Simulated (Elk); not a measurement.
Elk run on TiSi2 (Fddd, 6 atoms in the cell): self-consistent single point.

Method of the run: Elk with PBE, all-electron FP-LAPW, Elk's shipped species files, APW+lo basis with extra local orbitals.

```
TiSi2
1.0
    0.00000     4.14593     4.29231
    2.40600     0.00000     4.29231
    2.40600     4.14593     0.00000
Ti Si
2 4
Cartesian
  2.40600   4.14593   4.29231
  3.60900   6.21889   6.43847
  2.40600   6.94385   4.29231
  2.40600   1.34801   4.29231
  1.20300   3.42097   2.14616
  1.20300   0.72496   2.14616
```

Reference input (self-consistent single point, DFT, PBE, all-electron FP-LAPW, Elk's shipped species files, APW+lo basis with extra local orbitals): xctype = 20; rgkmax = 7.5; stype = 0; swidth = 0.00999582 Ha; ngridk = 7 7 7; gmaxvr = 16 1/bohr; nxlo = 2; lorbcnd = true; rmtscf = 0.99; lmaxi = 2. This run's input differs from it in these lines:

```diff
@@ -52,3 +52,3 @@
 ngridk
-  7 7 7
+  4 4 4
```

Output (repeated stretches shortened):

```
│ Self-consistent loop started │
│ Loop number : 1 │
 total energy                :     -2872.88260937
│ Loop number : 2 │
 total energy                :     -2872.92396174
RMS change in Kohn-Sham potential (target) :   0.5399639572     (  0.1000000000E-05)
Absolute change in total energy (target)   :   0.4135237284E-01 (  0.1000000000E-03)
│ Loop number : 3 │
 total energy                :     -2871.22868171
RMS change in Kohn-Sham potential (target) :   0.4453923382     (  0.1000000000E-05)
Absolute change in total energy (target)   :    1.684941937     (  0.1000000000E-03)
│ Loop number : 4 │
   [... lines left out ...]
Absolute change in total energy (target)   :   0.2457837977E-03 (  0.1000000000E-03)
│ Loop number : 14 │
 total energy                :     -2868.15324206
RMS change in Kohn-Sham potential (target) :   0.2284050812E-06 (  0.1000000000E-05)
Absolute change in total energy (target)   :   0.1105045112E-03 (  0.1000000000E-03)
│ Loop number : 15 │
 total energy                :     -2868.15323337
RMS change in Kohn-Sham potential (target) :   0.7534619207E-07 (  0.1000000000E-05)
Absolute change in total energy (target)   :   0.3632182597E-04 (  0.1000000000E-03)
Convergence targets achieved

│ Loop number : 16 │

Energies :
 Fermi                       :     0.362343216776
 total energy                :     -2868.15322930

Density of states at Fermi energy :    49.49678190
 (states/Hartree/unit cell)

Estimated indirect band gap :   0.3338116429E-02
 from k-point      6 to k-point     11
Estimated direct band gap   :   0.5962082464E-02
 at k-point      3

Charges :
 core                        :    60.00000000
 valence                     :    40.00000000
 interstitial                :    10.29718282
 muffin-tins (core leakage)
  species :    1 (Ti)
   atom    1                 :    20.46390040     (  0.7603055963E-09)
   atom    2                 :    20.46390040     (  0.7603055963E-09)
  species :    2 (Si)
   atom    1                 :    12.19375410     (  0.1490749195E-02)
   atom    2                 :    12.19375410     (  0.1490749195E-02)
   atom    3                 :    12.19375410     (  0.1490749195E-02)
   atom    4                 :    12.19375410     (  0.1490749195E-02)
 total in muffin-tins        :    89.70281718
 total calculated charge     :    99.99424887
 total charge                :    100.0000000
 error                       :   0.5751127142E-02

│ Self-consistent loop stopped │
```

The run converged in 16 iterations. The count includes the last loop, which Elk runs after its targets are met. Against the reference run the total energy drops by 12.8 meV/atom.

The starting cell comes from a database of computed structures (which also holds hypothetical and non-ambient phases and stackings), without a prior relaxation at this level. Its lattice was rescaled by a random factor within 2.5 % of one. Spin polarisation is off. Values depend on the basis (sphere radii, cutoffs, local orbitals), which need not be converged. The log's line on a gap gives a spacing of levels on this mesh, which the program prints for metals too.

Cost on one core of a shared machine: roughly 40 s.
